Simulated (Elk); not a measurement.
Input and output of a self-consistent single point for CuAu (P4/mmm, 2 atoms in the cell) (Elk).

Method of the run: PBE, all-electron FP-LAPW, Elk's shipped species files, default APW+lo basis (Elk).

The change in words: lattice scaled by 0.98. Reference geometry:
```xyz
2
Lattice="2.7803 0.0000 0.0000 0.0000 2.7803 0.0000 0.0000 0.0000 3.4931" Properties=species:S:1:pos:R:3 pbc="T T T"
Cu     1.3901     1.3901     1.7466
Au     0.0000     0.0000     0.0000
```

Reference input (self-consistent single point, DFT, PBE, all-electron FP-LAPW, Elk's shipped species files, default APW+lo basis): xctype = 20; stype = 0; swidth = 0.00499791 Ha; ngridk = 16 16 12; rmtscf = 0.88; maxscl = 100. This run's input differs from it in these lines:

```diff
@@ -22,5 +22,5 @@
 avec
-    2.7802880000    0.0000000000    0.0000000000
-    0.0000000000    2.7802880000    0.0000000000
-    0.0000000000    0.0000000000    3.4931440000
+    2.7246820000    0.0000000000    0.0000000000
+    0.0000000000    2.7246820000    0.0000000000
+    0.0000000000    0.0000000000    3.4232810000
```

Log, with long lists cut:

```
│ Self-consistent loop started │
│ Loop number : 1 │
 total energy                :     -20689.3841629
│ Loop number : 2 │
 total energy                :     -20690.0947963
RMS change in Kohn-Sham potential (target) :   0.3073564666     (  0.1000000000E-05)
Absolute change in total energy (target)   :   0.7106333923     (  0.1000000000E-03)
│ Loop number : 3 │
 total energy                :     -20690.9611536
RMS change in Kohn-Sham potential (target) :   0.3019147273     (  0.1000000000E-05)
Absolute change in total energy (target)   :    1.044015682     (  0.1000000000E-03)
│ Loop number : 4 │
   [... lines left out ...]
Absolute change in total energy (target)   :   0.3512713702E-03 (  0.1000000000E-03)
│ Loop number : 16 │
 total energy                :     -20703.1019984
RMS change in Kohn-Sham potential (target) :   0.2315992876E-06 (  0.1000000000E-05)
Absolute change in total energy (target)   :   0.1202353924E-03 (  0.1000000000E-03)
│ Loop number : 17 │
 total energy                :     -20703.1019858
RMS change in Kohn-Sham potential (target) :   0.1036885044E-06 (  0.1000000000E-05)
Absolute change in total energy (target)   :   0.4257298860E-04 (  0.1000000000E-03)
Convergence targets achieved

│ Loop number : 18 │

Energies :
 Fermi                       :     0.406865305015
 total energy                :     -20703.1019794

Density of states at Fermi energy :    13.34481850
 (states/Hartree/unit cell)

Estimated indirect band gap :   0.7175908329E-03
 from k-point    131 to k-point     75
Estimated direct band gap   :   0.5022679717E-02
 at k-point     44

Charges :
 core                        :    60.00000000
 valence                     :    48.00000000
 interstitial                :    2.760784681
 muffin-tins (core leakage)
  species :    1 (Cu)
   atom    1                 :    27.68926551     (  0.8116135563E-03)
  species :    2 (Au)
   atom    1                 :    77.54994981     (  0.6106372583E-03)
 total in muffin-tins        :    105.2392153
 total calculated charge     :    107.9922006
 total charge                :    108.0000000
 error                       :   0.7799415992E-02

│ Self-consistent loop stopped │
```

The run converged in 18 iterations. The count includes the last loop, which Elk runs after its targets are met. Against the reference run the total energy rises by 124 meV/atom.

The starting cell comes from a database of computed structures (which also holds hypothetical and non-ambient phases and stackings), without a prior relaxation at this level. Its lattice was rescaled by a random factor within 2.5 % of one. For this run, on top of that: lattice scaled by 0.98. Spin-orbit coupling is off. Spin polarisation is off. Values depend on the basis (sphere radii, cutoffs, local orbitals), which need not be converged. The log's line on a gap gives a spacing of levels on this mesh, which the program prints for metals too.

Cost on one core of a shared machine: roughly 90 s.
